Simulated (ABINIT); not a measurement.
ABINIT run on Os (P6_3/mmc, 2 atoms in the cell): self-consistent single point.

Level of theory: revPBE, PAW (JTH v2.0 PBE PAW, files made for PBE) (plane waves; ABINIT 10.0.3).

```
Os
1.0
    2.67912     0.00000     0.00000
   -1.33956     2.32019     0.00000
    0.00000     0.00000     4.22075
Os
2
Direct
  0.33333   0.66667   0.25000
  0.66667   0.33333   0.75000
```

Reference input (self-consistent single point, DFT, revPBE, plane waves, PAW (JTH v2.0 PBE PAW, files made for PBE)): pseudos = [Os.GGA_PBE-JTH.xml]; ecut = 40 Ry; pawecutdg = 80 Ry; pawxcdev = 0; ixc = 14; occopt = 6; tsmear = 0.1 eV; ngkpt = 10 10 5; nshiftk = 1; shiftk = 0 0 0; potentials = JTH v2.0 PBE PAW; nband = 13. This run's input differs from it in these lines:

```diff
@@ -15,4 +15,4 @@
          0.6666666667    0.3333333333    0.7500000000
-ecut 40 Ry
-pawecutdg 80 Ry
+ecut 60 Ry
+pawecutdg 120 Ry
 pawovlp -1
```

Output, abridged:

```
--- !BeginCycle
solver: {iscf: 17, nstep: 60, nline: 4, wfoptalg: 10, }
tolerances: {tolvrs: 1.00E-11, }
...

     iter   Etot(hartree)      deltaE(h)  residm     nres2
 ETOT  1  -31.387245101889    -3.139E+01 2.083E-01 2.307E+01
 ETOT  2  -31.431503100554    -4.426E-02 7.840E-03 1.734E+00
 ETOT  3  -31.426974275575     4.529E-03 3.355E-03 7.512E-02
 ETOT  4  -31.427071059518    -9.678E-05 1.450E-03 2.313E-02
 ETOT  5  -31.427159580756    -8.852E-05 1.796E-03 4.516E-04
   [... 2 lines left out ...]
 ETOT  8  -31.427159114193     1.352E-09 2.853E-05 9.362E-08
 ETOT  9  -31.427159114295    -1.022E-10 3.354E-05 4.392E-11
 ETOT 10  -31.427159114296    -1.311E-12 2.005E-05 2.858E-11
 ETOT 11  -31.427159114297    -3.162E-13 1.774E-05 6.463E-13
 At SCF step   11       nres2   =  6.46E-13 < tolvrs=  1.00E-11 =>converged.

 Cartesian components of stress tensor (hartree/bohr^3)
  sigma(1 1)= -1.53505278E-03  sigma(3 2)=  0.00000000E+00
  sigma(2 2)= -1.53505279E-03  sigma(3 1)=  0.00000000E+00
  sigma(3 3)= -1.51321035E-03  sigma(2 1)= -9.44825743E-13

 ----iterations are completed or convergence reached----

 reduced coordinates (array xred) for    2 atoms
       0.333333333333      0.666666666667      0.250000000000
       0.666666666667      0.333333333333      0.750000000000
 cartesian forces (eV/Angstrom) at end:
    1      0.00000000000000     0.00000000000000    -0.00000000000000
    2     -0.00000000000000    -0.00000000000000    -0.00000000000000
 frms,max,avg= 9.6477213E-27 1.2631833E-26   0.000E+00  0.000E+00  0.000E+00 e/A
   [... lines left out ...]
 Fermi (or HOMO) energy (hartree) =   0.40553   Average Vxc (hartree)=  -0.51361
   [... lines left out ...]
'-kT*entropy'       : -3.37916908409979E-05
total_energy        : -3.14271591463672E+01
total_energy_eV     : -8.55176491161109E+02
...

-Cartesian components of stress tensor (GPa)         [Pressure=  4.4949E+01 GPa]
- sigma(1 1)= -4.51628045E+01  sigma(3 2)=  0.00000000E+00
- sigma(2 2)= -4.51628046E+01  sigma(3 1)=  0.00000000E+00
- sigma(3 3)= -4.45201782E+01  sigma(2 1)= -2.77977284E-08

 Calculation completed.
```

The run converged in 11 iterations. Against the reference run the free energy goes down by 1.9 meV/atom and the pressure goes from 44.83 to 44.95 GPa.

The starting cell comes from a database of computed structures (which also holds hypothetical and non-ambient phases and stackings), without a prior relaxation at this level. Its lattice was rescaled by a random factor within 2.5 % of one. Spin polarisation is off. The potentials were made for another functional than the one used.

Cost on one core of a shared machine: roughly 40 s.
